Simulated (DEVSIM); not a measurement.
## abrupt Si p-n junction

Structure: abrupt Si p-n junction, at 400 K.

```tsv
layer (left to right)	material	thickness (μm)	Nd (cm⁻³)	Na (cm⁻³)	τn (s)	τp (s)
1	Si	15.0	-	2.7e17	5.4e-7	5.4e-7
2	Si	23.0	3.4e15	-	5.4e-7	5.4e-7
```

Left contact: ohmic. Right contact: ohmic. Voltage is applied to the left contact. Recombination: SRH at mid-gap. Gap narrowing is on: ΔEg = 6.92 meV × (l + √(l² + 0.5)), l = ln(N/1.3e17 cm⁻³), shared equally by both band edges. Mobility is constant in doping.

The device is made up for the run: typed textbook-type constants, with dimensions and the other settings drawn at random. Values at 300 K; Nc and Nv go as T^1.5, mobilities as T to minus their exponent, the gap by Varshni's rule with the affinity fixed.

| parameter | Si |
|---|---|
| gap (eV) | 1.124 |
| affinity (eV) | 4.05 |
| permittivity | 11.7 |
| Nc (cm⁻³) | 2.86e19 |
| Nv (cm⁻³) | 3.1e19 |
| μn (cm²/Vs) | 1417 |
| μp (cm²/Vs) | 470 |
| T exponent of μn | 2.3 |
| T exponent of μp | 2.2 |
| Varshni α (eV/K) | 0.000473 |
| Varshni β (K) | 636 |

DEVSIM, 1D drift-diffusion, Boltzmann statistics, complete ionisation; no tunnelling, impact ionisation, image-force lowering or self-heating.

```json
{
  "potential_step_across_the_device_at_zero_bias": "0.585 V",
  "largest_field_in_the_device_at_zero_bias": "36000 V/cm",
  "Dark forward voltage at 1 A/cm²": "0.412 V",
  "Dark forward voltage at 100 A/cm²": "0.675 V"
}
```

Dark reverse current:

```json
[
 {"V (V)": "-0.20", "J (A/cm²)": "-2.1e-5"},
 {"V (V)": "-0.50", "J (A/cm²)": "-3.2e-5"},
 {"V (V)": "-1.00", "J (A/cm²)": "-4.5e-5"},
 {"V (V)": "-1.50", "J (A/cm²)": "-5.6e-5"},
 {"V (V)": "-2.00", "J (A/cm²)": "-6.6e-5"},
 {"V (V)": "-3.00", "J (A/cm²)": "-8.2e-5"},
 {"V (V)": "-4.00", "J (A/cm²)": "-9.5e-5"},
 {"V (V)": "-5.00", "J (A/cm²)": "-0.00011"},
 {"V (V)": "-6.50", "J (A/cm²)": "-0.00012"},
 {"V (V)": "-8.00", "J (A/cm²)": "-0.00014"},
 {"V (V)": "-10.00", "J (A/cm²)": "-0.00016"}
]
```

Dark forward current:

(V (V), J (A/cm²)): (0.05, 3.6e-5); (0.10, 0.00017); (0.15, 0.00071); (0.25, 0.012); (0.30, 0.050); (0.35, 0.20); (0.40, 0.76); (0.45, 2.5); (0.55, 17); (0.60, 37); (0.65, 74); (0.70, 130); (0.80, 320); (0.85, 460); (0.90, 620); (0.95, 800); (1.00, 1000); (1.10, 1500); (1.15, 1800); (1.20, 2100)
